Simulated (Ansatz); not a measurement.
What biaxial strain +1.67 %, plane normal [111], relaxed out of plane does to HgS

The parent structure is HgS in the zinc blende structure (space group F-43m, No. 216; a = 5.812 Å). Axes: x, y, z lie along the cube axes.

It is then changed as follows: biaxial strain +1.67 %, plane normal [111], relaxed out of plane (Cartesian); in-plane vectors clamped, the third vector and the atoms free.

The values are results of LDA (Ansatz, an electronic-structure program; PAW; 420 eV plane waves; without spin-orbit coupling), not measurements. Settings: 10×10×10 k-points, 0.05 eV Fermi–Dirac smearing.

The volume per atom rises by 0.41 Å³ to 24.95 Å³ and the space group goes from F-43m (No. 216) to R3m (No. 160). The shortest interatomic distance grows by 0.014 Å, from 2.517 Å to 2.531 Å and the energy rises by 4.4 meV/atom. The pressure (mean of the normal stresses, compression positive) goes from zero to -1.2 GPa and the band gap stays zero. The valley order (the lowest conduction-band minima on the path, energy above the VBM, named in the base's zone) amounts to Γ 0.02 eV; L along [111] 1.14 eV and the out-of-plane strain is -1.62 % (rough).

Cost of the whole job for the changed cell (relaxation, final SCF and bands): about 28 core-seconds (a rough figure).

Without a gap, meshes like the base's 10×10×10 leave anisotropic stresses uncertain by several tenths of a GPa, and small strain energies with them. Spin-orbit coupling, missing from the scalar runs, can matter with Hg. Whether these cells are dynamically stable was not tested. All final runs are without spin polarisation. Gaps under 0.05 eV, about the width of the smearing, are given as zero. The zero or small gap of HgS can change with the level of theory.
